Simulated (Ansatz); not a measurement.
## Pressure series in Pt

The parent structure is Pt in the fcc (Cu type) structure (space group Fm-3m, No. 225; a = 3.940 Å).

Cell and atoms are relaxed at each pressure.

Calculations: r2SCAN in Ansatz (plane waves to 500 eV, PAW, no SOC).

Notes on the quantities. enthalpy: H = E + PV relative to the base's energy.

```json
[
 {"variant": "base", "shortest interatomic distance": "2.786 Å", "enthalpy": "–"},
 {"variant": "pressure −2 GPa", "shortest interatomic distance": "2.793 Å", "enthalpy": "-0.19 eV/atom"},
 {"variant": "pressure −1 GPa", "shortest interatomic distance": "2.790 Å", "enthalpy": "-0.10 eV/atom"},
 {"variant": "pressure 3 GPa", "shortest interatomic distance": "[?]", "enthalpy": "+0.28 eV/atom"},
 {"variant": "pressure 7 GPa", "shortest interatomic distance": "2.764 Å", "enthalpy": "+0.66 eV/atom"},
 {"variant": "pressure 15 GPa", "shortest interatomic distance": "2.742 Å", "enthalpy": "+1.40 eV/atom"},
 {"variant": "pressure 30 GPa", "shortest interatomic distance": "2.706 Å", "enthalpy": "+2.73 eV/atom"},
 {"variant": "pressure 50 GPa", "shortest interatomic distance": "2.668 Å", "enthalpy": "+4.44 eV/atom"},
 {"variant": "pressure 75 GPa", "shortest interatomic distance": "2.630 Å", "enthalpy": "+6.49 eV/atom"},
 {"variant": "pressure 100 GPa", "shortest interatomic distance": "2.598 Å", "enthalpy": "+8.46 eV/atom"}
]
```

**Question.** Fill in the withheld entries from the trend.

**Answer.** 
- pressure 3 GPa, shortest interatomic distance: 2.776 Å

Load acts through the strain it causes; cell and atoms are relaxed under it. Stability against distortions was not tested. Competing high-pressure phases were not computed. The final runs are not spin-polarised.

Ansatz is an electronic-structure program.
